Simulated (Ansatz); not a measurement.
An Ansatz (an electronic-structure program) run: Al with a change (uniaxial strain ε_zz = −2.00 %); r2SCAN (Ansatz), no spin-orbit coupling.

Input:

Ansatz 0.2 input:
```yaml
crystal:
  lattice:
    - [0, 1.9968279499, 1.956891391]
    - [1.9968279499, 0, 1.956891391]
    - [1.9968279499, 1.9968279499, 0]
  atoms:
    - { symbol: Al, position: [0, 0, 0] }
basis: { ecutwfc: 500, ecutrho_ratio: 4, xc_grid: 4, fft_grid_basis: typed }
kpoints: { mp_grid: { grid: [28, 28, 28] } }
hamiltonian:
  xc: r2scan
  dispersion: none
  pseudopotentials: { kind: paw }
scf: { occupations: { method: fermi_dirac, width: 0.1 }, convergence: { dr2_threshold: 0.0000000001 } }
relax: { f_tol: 0.005, max_steps: 50 }
output: { forces: true, stress: true }
checkpoint: { write: state.ck, write_every: 1000 }
```

Output (explanatory and most iteration lines left out):

```
Relaxation: its limit of steps is 50 (relax.max_steps)
Pseudopotential: Al, paw, valence charge 3
Crystal: 1 atoms, lattice volume = 15.606 Å³
Basis set: ecut = 500 eV, 395 PW (Γ), exchange–correlation on 96×96×96 points (64 copies of the dense FFT grid, shifted against one another)
Bands: 6, of which v1, the nominal top of the filled ones, is band 2 counted from 1 (1 counted from 0)
Symmetry: 16 space group operations
Space group: I4/mmm (ITA 139), of the structure as read, at distance tolerance 2.5e-5 Å
k-points: 1639 of 21952
Functional: x = r2scan, c = r2scan; τ floored in thin density (d = 2e-4 eV/Å³)
SCF iter   1: F=—  HF=-540.406387 eV  |F-HF|=—  |Δ(HF+E_count)|=         —  Δρ=3.21e-3  dr2=1.73e-3  dr2_τ=5.35e-3  ethr=1.77e-3  ⟨swp⟩=4.8  Hψ=85612  notcnv=0
SCF iter   2: F=—  HF=-540.413711 eV  |F-HF|=—  |Δ(HF+E_count)|=   7.32e-3  Δρ=2.28e-3  dr2=8.76e-4  dr2_τ=2.46e-6  ethr=5.78e-5  ⟨swp⟩=2.0  Hψ=32362  notcnv=0  defer=408
SCF 1 converged in 8 iterations: F = -540.413624 eV  dr2 = 4.74e-13
relax step   1: F+E_penalty+E_count = -540.41362412 eV  Δ(F+E_penalty+E_count) = +0.000e0 eV  max|allowed force component| = 0.000e0 eV/Å  Δτ_max = 0.0000 Å  (8 SCF iters, accepted)
Crystal: 1 atoms, lattice volume = 15.606 Å³
SCF iter   1: F=—  HF=-540.413624 eV  |F-HF|=—  |Δ(HF+E_count)|=         —  Δρ=5.57e-8  dr2=4.73e-13  dr2_τ=1.70e-15  ethr=1.00e-12  ⟨swp⟩=1.0  Hψ=89054  notcnv=0  defer=407
SCF iter   2: F=-540.413624 eV  HF=-540.413624 eV  |F-HF|=2.27e-13  |Δ(HF+E_count)|=    0.00e0  Δρ=2.74e-8  dr2=1.13e-13  dr2_τ=1.07e-16  ethr=1.00e-12  ⟨swp⟩=2.0  Hψ=16823  notcnv=0
SCF 2 converged in 2 iterations: F = -540.413624 eV  dr2 = 1.13e-13
SCF converged after 2 iterations
Free energy (F): -540.413624 eV
Internal energy: -540.401787 eV  (E = F + TS)
E sigma→0 (E₀):  -540.407705 eV
Entropy (-TS):   -0.011838 eV (-11.838 meV/atom)
Fermi energy:    8.574530 eV
--- Forces (eV/Å), atoms counted from 1 ---
  atom   1  Al    -0.00000000     0.00000000     0.00000000
--- Stress (GPa, compression-positive) ---
        1.496390       0.000000       0.000000
        0.000000       1.496390      -0.000000
        0.000000       0.000000       2.955237
  P = ⅓ Tr σ = 1.9827 GPa (19.827 kbar)
--- Relaxed structure (1 steps of the walk, 1 accepted, 0 SCFs on fresh bases) ---
  atoms:
    - { symbol: Al, position: [0.0, 0.0, 0.0] }
```

Whether these cells are dynamically stable was not tested. The cell was made from Al in the fcc (Cu type) structure (space group Fm-3m, No. 225) by this change: uniaxial strain ε_zz = −2.00 %.
